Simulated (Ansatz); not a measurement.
**A computed series for hypothetical zinc blende BiSb: response to strain**

Consider BiSb in the zinc blende structure (space group F-43m, No. 216; a = 7.0913 Å; a hypothetical phase, not in the database extracts checked; relaxed with 0.1 eV smearing). Axes: x, y, z lie along the cube axes.

Strains are applied to the cell and any free atomic positions relax; under biaxial strain the out-of-plane vector relaxes too.

Level of theory: r2SCAN in Ansatz (plane waves to 500 eV, PAW, spin-orbit coupling left out).

Notes on the quantities. pressure: mean of the normal stresses, compression positive; energy relative to the base: free energy F.

| case | pressure | energy relative to the base | volume per atom |
|---|---|---|---|
| base | 0.0 GPa | 0 meV/atom | 44.57 Å³ |
| biaxial strain −4.69 %, plane normal [001], relaxed out of plane | -0.2 GPa | -4.6 meV/atom | 44.01 Å³ |
| biaxial strain +3.68 %, plane normal [001], relaxed out of plane | 0.3 GPa | -5.3 meV/atom | 43.38 Å³ |
| biaxial strain +4.41 %, plane normal [001], relaxed out of plane | 0.4 GPa | -7.4 meV/atom | 43.02 Å³ |
| biaxial strain −2.32 %, plane normal [111], relaxed out of plane | -1.5 GPa | -20 meV/atom | 46.25 Å³ |
| isotropic strain −4.10 % | 5.5 GPa | +81 meV/atom | 39.31 Å³ |
| isotropic strain −3.91 % | 5.2 GPa | +73 meV/atom | 39.55 Å³ |
| isotropic strain +2.64 % | -2.2 GPa | +27 meV/atom | 48.20 Å³ |
| tensor shear ε_xy = −0.92 % | 0.0 GPa | -0.8 meV/atom | 44.57 Å³ |
| tensor shear ε_xy = −0.80 % | 0.0 GPa | -0.6 meV/atom | 44.57 Å³ |

Stability against distortions was not tested. All final runs are without spin polarisation. Under biaxial strain −4.69 %, plane normal [001], relaxed out of plane, biaxial strain +3.68 %, plane normal [001], relaxed out of plane and biaxial strain +4.41 %, plane normal [001], relaxed out of plane and more the cell ends below the base's energy or with stress of the wrong sign: the atoms slid into a distortion or the cell is elastically unstable, so the base is not a stable minimum at this level.

Ansatz is a program for electronic structure.
